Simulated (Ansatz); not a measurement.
Rock-salt TaN (model structure)

Computed with PBE-D4 (Ansatz, a first-principles code, plane waves, PAW).

Numerical settings: plane-wave cutoff 500 eV, 16×16×16 k mesh, Fermi–Dirac smearing 0.05 eV, scalar-relativistic PAW data made under PBE.

Cell (relaxed at this level):

```yaml
crystal:
  lattice:
    - [0.00000, 2.19726, 2.19726]
    - [2.19726, 0.00000, 2.19726]
    - [2.19726, 2.19726, 0.00000]
  atoms:
    - { symbol: Ta, position: [0.00000, 0.00000, 0.00000] }
    - { symbol: N, position: [0.50000, 0.50000, 0.50000] }
```

band gap: none

Note: the relaxation could raise the start's symmetry but not lower it, so the cell can be a saddle point.

Spin–orbit coupling is not included.

Computed values are for the static lattice.

A model structure was made by putting elements into a prototype or built by hand; it is no filed structure, need not be a known phase, and can be a saddle point held by its symmetry.
